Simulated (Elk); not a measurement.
Band structure of RbAs2Rh2 (I4/mmm, 5 atoms in the cell).

```yaml
crystal:
  lattice:
    - [-2.00724, 2.00724, 7.01974]
    - [2.00724, -2.00724, 7.01974]
    - [2.00724, 2.00724, -7.01974]
  atoms:
    - { symbol: Rb, position: [0.00000, 0.00000, 0.00000] }
    - { symbol: As, position: [0.34734, 0.34734, 0.00000] }
    - { symbol: As, position: [0.65266, 0.65266, 0.00000] }
    - { symbol: Rh, position: [0.75000, 0.25000, 0.50000] }
    - { symbol: Rh, position: [0.25000, 0.75000, 0.50000] }
```

Method of the run: Elk with PBEsol, all-electron FP-LAPW, Elk's shipped species files, APW+lo basis with extra local orbitals.

Settings: xctype = 22; rgkmax = 7.5; stype = 0; swidth = 0.00367493 Ha; ngridk = 6 6 6; gmaxvr = 18 1/bohr; lmaxapw = 10; lmaxo = 8; nxlo = 2; lorbcnd = true; lradstp = 2; nrmtscf = 2; lmaxi = 4; maxscl = 100.

The starting cell comes from a database of computed structures (which also holds hypothetical and non-ambient phases and stackings), without a prior relaxation at this level. Spin polarisation is off. Values depend on the basis (sphere radii, cutoffs, local orbitals), which need not be converged.

Levels in eV from the Fermi level, bands 34 to 41:
| point | 34 | 35 | 36 | 37 | 38 | 39 | 40 | 41 |
|---|---|---|---|---|---|---|---|---|
| Γ | -1.41 | -0.62 | -0.62 | -0.20 | 1.68 | 1.81 | 2.56 | 2.56 |
| X | -2.10 | -1.90 | -1.89 | -1.64 | -1.39 | 0.29 | 0.35 | 3.81 |
| Y | -2.14 | -2.05 | -1.89 | -1.45 | -1.29 | 0.33 | 0.35 | 3.89 |
| S | -2.82 | -2.42 | -2.04 | 0.57 | 1.38 | 1.39 | 2.00 | 2.85 |
| Z | -0.93 | -0.54 | -0.54 | -0.48 | -0.21 | 2.48 | 2.48 | 3.05 |
| S1 | -2.82 | -2.42 | -2.04 | 0.57 | 1.38 | 1.39 | 2.00 | 2.85 |
| N | -2.87 | -2.33 | -2.21 | 0.80 | 0.93 | 1.49 | 1.86 | 3.34 |
| P | -2.14 | -1.90 | -1.90 | -1.52 | -1.52 | 0.32 | 0.32 | 4.19 |
| Y1 | -2.14 | -2.05 | -1.89 | -1.45 | -1.29 | 0.33 | 0.35 | 3.89 |

Bands cross the Fermi level along this path, so the cell is metallic at this level.
